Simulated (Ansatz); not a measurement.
The starting structures come from a database of crystals and need not be the phases stable at ambient conditions.

 Where the default PAW files enter, the runs use the earlier of Ansatz's two default sets.

## Evanescent states of LaAlH$_{6}$ (R-3m, not sure to be the ambient phase, 8 atoms a cell, 9.6 Å³ an atom) along the normal of (001)

Method: r2SCAN (plane waves, PAW; Ansatz, a quantum-chemistry and plane-wave program).

The gap is the functional's own, uncorrected, and κ follows it; spin-orbit coupling is left out. Mid-gap values are interpolated between the computed energies.

Energies count from the valence-band top; κ is the least over a 6×6 mesh across the current.

| E (eV) | κ (1/Å) | where |
|---|---|---|
| 0.07 | 0.134 | off Γ |
| 0.23 | 0.209 | off Γ |
| 0.38 | 0.229 | off Γ |
| 0.53 | 0.246 | off Γ |
| 0.68 | 0.259 | off Γ |
| 0.82 | 0.271 | off Γ |
| 0.97 | 0.280 | off Γ |
| 1.12 | 0.288 | off Γ |
| 1.27 | 0.295 | off Γ |
| 1.43 | 0.300 | off Γ |
| 1.57 | 0.304 | off Γ |
| 1.73 | 0.307 | off Γ |
| 1.88 | 0.309 | off Γ |
| 2.02 | 0.310 | off Γ |
| 2.17 | 0.310 | off Γ |
| 2.33 | 0.293 | off Γ |
| 2.48 | 0.267 | off Γ |
| 2.62 | 0.234 | off Γ |
| 2.77 | 0.189 | off Γ |
| 2.92 | 0.108 | Γ |

Problem. How thick must the barrier be to attenuate the transmission by 10^4 when the electrodes' Fermi level lies at 1.73 eV, and what attenuation does that film give at 2.02 eV?

Solution. d = 4 ln 10 / (2 × 0.307) = 15.0 Å. At 2.02 eV it gives 4 × 0.310/0.307 = 4.0 decades.
